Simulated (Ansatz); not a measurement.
## What uniaxial strain ε_xx = −1.50 % does to Zr

The parent structure is Zr in the hcp (Mg type) structure (space group P6_3/mmc, No. 194; a = 3.1438 Å, c = 5.0928 Å; relaxed with 0.1 eV smearing). Axes: x lies along a and z along c of the hexagonal cell.

It is then changed as follows: the cell is compressed by 1.50 % along x with no lateral relaxation, atoms relaxed at fixed cell.

Method: LDA (Ansatz, a quantum-chemistry and plane-wave program; PAW; 420 eV plane waves; no spin-orbit coupling). Settings: 21×21×12 k-points, 0.1 eV Fermi–Dirac smearing.

The volume per atom drops by 0.33 Å³ (21.80 Å³ → 21.47 Å³) and the space group goes from P6_3/mmc (No. 194) to Cmcm (No. 63). The shortest interatomic distance falls by 0.045 Å, from 3.127 Å to 3.082 Å and the energy grows by 1.9 meV/atom. The pressure (mean of the normal stresses, compression positive) goes from zero to 1.5 GPa and the band gap is still zero. The largest internal atomic displacement is 0.039 Å and the stress (xx, yy, zz, yz, xz, xy; compression positive) amounts to (1.8, 1.4, 1.2, 0.0, 0.0, 0.0) GPa.

Final structure:

```
CELL_PARAMETERS angstrom
      3.09662     0.00000     0.00000
     -1.54831     2.72259     0.00000
      0.00000     0.00000     5.09284
ATOMIC_POSITIONS crystal
  Zr 0.65941 0.31883 0.75000
  Zr 0.34059 0.68117 0.25000
```

Whether these cells are dynamically stable was not tested. The final runs are not spin-polarised.
